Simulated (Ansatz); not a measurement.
System: interstitial F in anatase TiO2 (charge state -1). Calculation: PBE, PAW (plane waves to 420 eV; Ansatz, a first-principles code).

Cell of 108 host sites held at the relaxed PBE lattice; the Γ point alone; Fermi-Dirac width 0.01 eV, spin-restricted; finite-size errors left in. Energies are static. The charge state is imposed; whether it is stable for some Fermi level was not computed. Sites that were not tried may lie lower.

Barriers: single points on a 2×2×2 k-point mesh shifted by half a step at the bands' geometries.

The step: several atoms move together, F the farthest (a rearrangement that moves the defect's centre by under 1 Å). Atoms about the jump, Cartesian Å from the middle of the jump, before and after:

```
atom     x0     y0     z0     x1     y1     z1
----  -----  -----  -----  -----  -----  -----
F1    -0.04  -0.19  -0.34   0.04   0.19   0.34
Ti2   -0.99  -1.55   0.82  -1.03  -1.50   0.86
O3    -1.34   0.27   1.44  -1.79   0.19   1.56
O4     0.94  -2.07   0.53   0.92  -1.99   0.43
Ti5   -1.00   2.16   0.88  -1.03   1.88   0.86
O6     1.24   0.27  -2.16   0.96   0.19  -2.05
O7    -1.04  -2.06  -1.24  -1.00  -1.68  -1.17
Ti8    0.89  -1.55  -1.53   0.90  -1.74  -1.56
O9     0.89   2.15   0.46   0.92   2.37   0.43
O10   -0.98   2.14  -1.17  -1.00   2.05  -1.17
Ti11   0.90   2.16  -1.59   0.90   2.11  -1.56
O12    2.74   0.17   1.24   2.72   0.19   1.25
```

Problem. Give the saddle-point geometry and the barrier.

Solution. 
| atom | x | y | z |
|---|---|---|---|
| F1 | 0.01 | 0.01 | 0.06 |
| Ti2 | -1.01 | -1.49 | 0.84 |
| O3 | -1.63 | 0.26 | 1.53 |
| O4 | 0.94 | -2.08 | 0.45 |
| Ti5 | -1.01 | 2.02 | 0.85 |
| O6 | 1.05 | 0.21 | -2.10 |
| O7 | -1.01 | -1.82 | -1.23 |
| Ti8 | 0.89 | -1.65 | -1.54 |
| O9 | 0.90 | 2.27 | 0.45 |
| O10 | -0.99 | 2.10 | -1.18 |
| Ti11 | 0.90 | 2.14 | -1.59 |
| O12 | 2.72 | 0.17 | 1.24 |
It lies 0.11 eV above the start and 0.081 eV above the end. The saddle point's order was not checked.
